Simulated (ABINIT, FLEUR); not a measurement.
An ABINIT input for a self-consistent single point of HgTe (F-43m, 2 atoms in the cell) (DFT, PBE, plane waves, norm-conserving pseudopotentials (PseudoDojo nc-sr-05 PBE standard)):

```
# HgTe, PseudoDojo nc-sr-05 PBE standard
pp_dirpath "./"
pseudos "Hg.upf, Te.upf"
acell 8.9401200988 8.9401200988 8.9401200988
rprim
         0.0000000000    0.7071067812    0.7071067812
         0.7071067812   -0.0000000000    0.7071067812
         0.7071067812    0.7071067812   -0.0000000000
natom 2
ntypat 2
znucl 80 52
typat 1 2
xcart
         0.0000000000    0.0000000000    0.0000000000
         1.6726285000    1.6726285000    1.6726285000
      Angstrom
ecut 41
ixc 11
occopt 7
tsmear 0.00734986
nband 24
kptopt 1
ngkpt 7 7 7
nshiftk 1
shiftk 0 0 0
nstep 100
tolvrs 1.0e-12
prtwf 0
prtden 0
enunit 1
```

Problem. Translate this input to FLEUR.

Solution. One input that does it (others would too):

Input of the input generator:

```
scf HgTe
&input film=f /
0.0000000000 3.3452570000 3.3452570000
3.3452570000 -0.0000000000 3.3452570000
3.3452570000 3.3452570000 0.0000000000
1.8897261246
1.0 1.0 1.0

2
80 0.0000000000 0.0000000000 0.0000000000
52 0.2500000000 0.2500000000 0.2500000000

&comp jspins=1 /
&kpt div1=7 div2=7 div3=7 /
&end /
```

```xml
<?xml version="1.0" encoding="UTF-8" standalone="no"?>
<fleurInput fleurInputVersion="0.39">
   <comment>
      scf HgTe                                                                                            
   </comment>
   <calculationSetup>
      <cutoffs Kmax="4.5" Gmax="22.5" GmaxXC="22.5" numbands="0"/>
      <scfLoop itmax="60" minDistance="0.00001" maxIterBroyd="25" imix="Anderson" alpha="0.05" precondParam="0.0" spinf="2.0"/>
      <coreElectrons ctail="T" frcor="F" kcrel="0" coretail_lmax="0"/>
      <xcFunctional name="pbe" relativisticCorrections="F"/>
      <magnetism jspins="1"/>
      <soc l_soc="F" theta="0.0" phi="0.0" spav="F"/>
      <expertModes spex="0" secvar="F"/>
      <geometryOptimization l_f="T" forcealpha="1.0" forcemix="BFGS" epsdisp="0.00001" epsforce="0.00001"/>
      <ldaU l_linMix="F" mixParam="0.05" spinf="1.0"/>
   </calculationSetup>
   <cell>
      <bzIntegration valenceElectrons="42.0" mode="gauss" fermiSmearingEnergy="0.00734986">
         <kPointListSelection listName="default-1"/>
         <!-- k-points included here -->
         <xi:include xmlns:xi="http://www.w3.org/2001/XInclude" href="kpts.xml"> </xi:include>
      </bzIntegration>
      <!-- symmetry operations included here -->
      <xi:include xmlns:xi="http://www.w3.org/2001/XInclude" href="sym.xml"> </xi:include>
      <bulkLattice scale="1.0">
         <bravaisMatrix>
            <row-1>    0.0000000000000000     6.3216195464010223     6.3216195464010223</row-1>
            <row-2>    6.3216195464010223     0.0000000000000000     6.3216195464010223</row-2>
            <row-3>    6.3216195464010223     6.3216195464010223     0.0000000000000000</row-3>
         </bravaisMatrix>
      </bulkLattice>
   </cell>
   <atomSpecies>
      <species name="Mercury (Hg)" element="Hg" atomicNumber="80">
         <mtSphere radius="2.46" gridPoints="813" logIncrement="0.016"/>
         <atomicCutoffs lmax="9" lnonsphr="7"/>
         <electronConfig flipSpins="F">
            <coreConfig>(1s1/2) (2s1/2) (2p1/2) (2p3/2) (3s1/2) (3p1/2) (3p3/2) (4s1/2) (3d3/2) (3d5/2) (4p1/2) (4p3/2) (4d3/2) (4d5/2) (4f5/2) (4f7/2)</coreConfig>
            <valenceConfig>(5s1/2) (5p1/2) (5p3/2) (6s1/2) (5d3/2) (5d5/2)</valenceConfig>
         </electronConfig>
         <energyParameters s="6" p="6" d="5" f="5"/>
         <lo type="SCLO" l="0" n="5" eDeriv="0"/>
         <lo type="SCLO" l="1" n="5" eDeriv="0"/>
         <lo type="SCLO" l="1" n="5" eDeriv="1"/>
         <lo type="SCLO" l="2" n="5" eDeriv="2"/>
         <lo type="SCLO" l="3" n="5" eDeriv="2"/>
      </species>
      <species name="Tellurium (Te)" element="Te" atomicNumber="52">
         <mtSphere radius="2.61" gridPoints="863" logIncrement="0.015"/>
         <atomicCutoffs lmax="10" lnonsphr="8"/>
         <electronConfig flipSpins="F">
            <coreConfig>(1s1/2) (2s1/2) (2p1/2) (2p3/2) (3s1/2) (3p1/2) (3p3/2) (4s1/2) (3d3/2) (3d5/2)</coreConfig>
            <valenceConfig>(4p1/2) (4p3/2) (5s1/2) (4d3/2) (4d5/2) (5p1/2) (5p3/2)</valenceConfig>
            <stateOccupation state="(5p1/2)" spinUp="0.6666666666667" spinDown="0.6666666666667"/>
            <stateOccupation state="(5p3/2)" spinUp="1.3333333333333" spinDown="1.3333333333333"/>
         </electronConfig>
         <energyParameters s="5" p="5" d="5" f="4"/>
         <lo type="SCLO" l="1" n="4" eDeriv="0"/>
         <lo type="SCLO" l="1" n="4" eDeriv="1"/>
         <lo type="SCLO" l="2" n="4" eDeriv="0"/>
         <lo type="SCLO" l="2" n="4" eDeriv="1"/>
         <lo type="SCLO" l="0" n="5" eDeriv="2"/>
         <lo type="SCLO" l="3" n="4" eDeriv="2"/>
      </species>
   </atomSpecies>
   <atomGroups>
      <atomGroup species="Mercury (Hg)">
         <relPos label="                   1">.0000000000 .0000000000 .0000000000</relPos>
         <force calculate="T" relaxXYZ="TTT"/>
      </atomGroup>
      <atomGroup species="Tellurium (Te)">
         <relPos label="                   2">1.000/4.000 1.000/4.000 1.000/4.000</relPos>
         <force calculate="T" relaxXYZ="TTT"/>
      </atomGroup>
   </atomGroups>
   <output dos="F" band="F" slice="F">
      <checks vchk="F" cdinf="F"/>
      <bandDOS minEnergy="-.5*Htr" maxEnergy="0.5*Htr" sigma="0.015" storeEVData="T"/>
      <vacuumDOS vacdos="F" integ="F" star="F" nstars="0" locx1="0.0" locy1="0.0" locx2="0.0" locy2="0.0" nstm="0" tworkf="0.0"/>
      <unfoldingBand unfoldBand="F" supercellX="1" supercellY="1" supercellZ="1"/>
      <plotting iplot="0" polar="F">
         <plot TwoD="T" vec1="  1.0  0.0  0.0" vec2="  0.0  1.0  0.0" vec3="  0.0  0.0  1.0" zero="  0.0  0.0  0.0" file="plot"/>
      </plotting>
      <chargeDensitySlicing numkpt="0" minEigenval="0.0" maxEigenval="0.0" nnne="0" pallst="F"/>
      <specialOutput eonly="F"/>
      <magneticCircularDichroism mcd="F" energyLo="-10.0" energyUp="0.0"/>
   </output>
  <!-- We include the file relax.xml here to enable relaxations (see documentation) -->
  <xi:include xmlns:xi="http://www.w3.org/2001/XInclude" href="relax.xml"> <xi:fallback/> </xi:include>
</fleurInput>
```

Basis settings and potentials, where a program has them, do not carry over. This input uses DFT, PBE, all-electron FLAPW (FLEUR), scalar-relativistic valence.

The starting cell comes from a database of computed structures (which also holds hypothetical and non-ambient phases and stackings), without a prior relaxation at this level. Its lattice was rescaled by a random factor within 2.5 % of one.
